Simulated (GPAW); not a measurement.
# A self-consistent single point of TiS (P-6m2, 2 atoms in the cell) with GPAW

Method: PBEsol, GPAW PAW datasets PBEsol (made by gpaw-setup) (plane waves; GPAW).

The input file:

```python
from ase import Atoms
from ase.units import GPa
from gpaw import GPAW, PW

atoms = Atoms(['Ti', 'S'],
              cell=[[3.267170, 0.000000, 0.000000],
                    [-1.633585, 2.829452, 0.000000],
                    [0.000000, 0.000000, 3.217060]],
              scaled_positions=[[0.666667, 0.333333, 0.000000],
                                [0.000000, 0.000000, 0.500000]],
              pbc=True)

calc = GPAW(mode=PW(850),
            xc='PBEsol',
            kpts={'size': (12, 12, 10), 'gamma': True},
            occupations={'name': 'methfessel-paxton', 'width': 0.2, 'order': 0},
            nbands=-8,
            convergence={'density': 1e-05},
            symmetry={'symmorphic': False, 'tolerance': 0.0005},
            maxiter=100)

atoms.calc = calc

energy = atoms.get_potential_energy()
print('Energy (eV):', round(energy, 6))
forces = atoms.get_forces()
print('Forces (eV/Ang):')
print(forces.round(5))
stress = atoms.get_stress()
print('Stress (GPa, Voigt):', (stress / GPa).round(4))
```

The program printed (abridged):

```
Input parameters:
  convergence: {density: 1e-05}
  kpts: {gamma: True,
         size: (12, 12, 10)}
  maxiter: 100
  mode: {ecut: 850.0,
         name: pw}
  nbands: -8
  occupations: {name: methfessel-paxton,
                order: 0,
                width: 0.2}
  symmetry: {symmorphic: False,
             tolerance: 0.0005}
  xc: PBEsol

species:
  Ti:
    name: Titanium
    Z: 22.0
    valence: 12
    core: 10
    charge: 0.0
    file: Ti.PBEsol.gz

    # Using partial waves for Ti as LCAO basis

  S:
    name: Sulfur
    Z: 16.0
    valence: 6
    core: 10
    charge: 0.0
    file: S.PBEsol.gz

    # Using partial waves for S as LCAO basis

Reference energy: -34037.946978  # eV

Spin-paired calculation

Convergence criteria:
 Maximum [total energy] change in last 3 cyles: 0.0005 eV / valence electron
 Maximum integral of absolute [dens]ity change: 1e-05 electrons / valence electron
 Maximum integral of absolute [eigenst]ate change: 4e-08 eV^2 / valence electron
 Maximum number of scf [iter]ations: 100

Symmetries present (total): 12
Symmetries with fractional translations: 0
1440 k-points: 12 x 12 x 10 Monkhorst-Pack grid + [1/24,1/24,1/20]
114 k-points in the irreducible part of the Brillouin zone
       k-points in crystal coordinates                weights
   0:    -0.00000000   -0.00000000    0.00000000          1/1440
   1:    -0.00000000   -0.00000000    0.10000000          2/1440
   2:    -0.00000000   -0.00000000    0.20000000          2/1440
   [... 7 lines left out ...]
          ...
 113:     0.50000000    0.50000000    0.50000000          3/1440

Wave functions: Plane wave expansion
  Cutoff energy: 850.000 eV
  Number of coefficients (min, max): 1656, 1710
  Pulay-stress correction: 0.000000 eV/Ang^3 (de/decut=0.000000)

Occupation numbers: Methfessel-Paxton:
  width: 0.2000  # eV
  order: 0

Eigensolver

Densities:
  Coarse grid: 24*24*24 grid
  Fine grid: 48*48*48 grid
  Total Charge: 0.000000

Density mixing:
  Method: separate
  Backend: pulay
  Linear mixing parameter: 0.05
  old densities: 5
  Damping of long wavelength oscillations: 50

Hamiltonian:
  XC and Coulomb potentials evaluated on a 48*48*48 grid
  External potential:
    NoExternalPotential

XC parameters: PBEsol with 2 nearest neighbor stencil

Number of atoms: 2
Number of atomic orbitals: 17
Number of bands in calculation: 17
Number of valence electrons: 18
Bands to converge: occupied

Density initialized from atomic densities
  17 bands from LCAO basis set

Atomic positions and initial magnetic moments

Positions:
   0 Ti     1.633587    0.943150    0.000000    ( 0.0000,  0.0000,  0.0000)
   1 S      0.000000    0.000000    1.608530    ( 0.0000,  0.0000,  0.0000)

Unit cell:
           periodic     x           y           z      points  spacing
  1. axis:    yes    3.267170    0.000000    0.000000    24     0.1179
  2. axis:    yes   -1.633585    2.829452    0.000000    24     0.1179
  3. axis:    yes    0.000000    0.000000    3.217060    24     0.1340

  Lengths:   3.267170   3.267170   3.217060
  Angles:   90.000000  90.000000 120.000002

Effective grid spacing dv^(1/3) = 0.1291

     iter     time        total  log10-change:
                         energy   eigst   dens
iter:   1 --:--:--   -14.889880
iter:   2 --:--:--   -14.908369   -0.81  -1.41
iter:   3 --:--:--   -14.879556   -1.58  -1.43
iter:   4 --:--:--   -14.841911   -3.42  -1.72
iter:   5 --:--:--   -14.841184   -2.84  -1.74
iter:   6 --:--:--   -14.825692   -2.79  -2.21
iter:   7 --:--:--   -14.825087   -3.47  -2.43
iter:   8 --:--:--   -14.824808c  -3.96  -2.87
iter:   9 --:--:--   -14.824817c  -4.65  -3.11
iter:  10 --:--:--   -14.824724c  -4.76  -3.07
iter:  11 --:--:--   -14.824713c  -6.44  -3.58
iter:  12 --:--:--   -14.824712c  -7.25  -3.95
iter:  13 --:--:--   -14.824712c  -7.14  -3.99
iter:  14 --:--:--   -14.824711c  -7.57c -4.13
iter:  15 --:--:--   -14.824713c  -7.11  -4.13
iter:  16 --:--:--   -14.824713c  -7.80c -4.34
iter:  17 --:--:--   -14.824715c  -7.36  -4.35
iter:  18 --:--:--   -14.824716c  -7.51c -4.57
iter:  19 --:--:--   -14.824716c  -8.48c -4.63
iter:  20 --:--:--   -14.824715c  -8.62c -4.79
iter:  21 --:--:--   -14.824715c  -8.93c -4.90
iter:  22 --:--:--   -14.824715c  -8.84c -4.92
iter:  23 --:--:--   -14.824715c  -9.71c -5.15c

Converged after 23 iterations.

Dipole moment: (2.200227, -1.270302, 0.000000) |e|*Ang

Energy contributions relative to reference atoms: (reference = -34037.946978)

Kinetic:        +11.336013
Potential:      -11.076229
External:        +0.000000
XC:             -15.164111
Entropy (-ST):   -0.008183
Local:           +0.083703
SIC:             +0.000000
--------------------------
Free energy:    -14.828806
Extrapolated:   -14.824715

Showing only first 2 kpts
 Kpt  Band  Eigenvalues  Occupancy
  0     7      7.44978    2.00000
  0     8      8.01850    2.00000
  0     9     11.47076    0.00000
  0    10     11.47077    0.00000

  1     7      7.08938    2.00000
  1     8      8.90516    2.00000
  1     9     11.12207    0.00000
  1    10     11.12208    0.00000

Fermi level: 10.16714

No gap
No difference between direct/indirect transitions
Energy (eV): -14.824715

Forces in eV/Ang:
  0 Ti    0.00000   -0.00000    0.00000
  1 S     0.00000   -0.00000    0.00000

Stress tensor:
     0.030182     0.000000     0.000000
     0.000000     0.030182     0.000000
     0.000000     0.000000     0.032575
Stress (GPa, Voigt): [4.8356 4.8356 5.219  0.     0.     0.    ]
```

The run converged in 23 iterations. GPAW prints stress with tension positive.

The starting cell comes from a database of computed structures (which also holds hypothetical and non-ambient phases and stackings), without a prior relaxation at this level. Spin polarisation is off, so a magnetic state, if there is one, cannot be reached. With a pressure of about -5 GPa the cell is away from its equilibrium volume at this level.

Cost on one core of a shared machine: roughly 2 min.
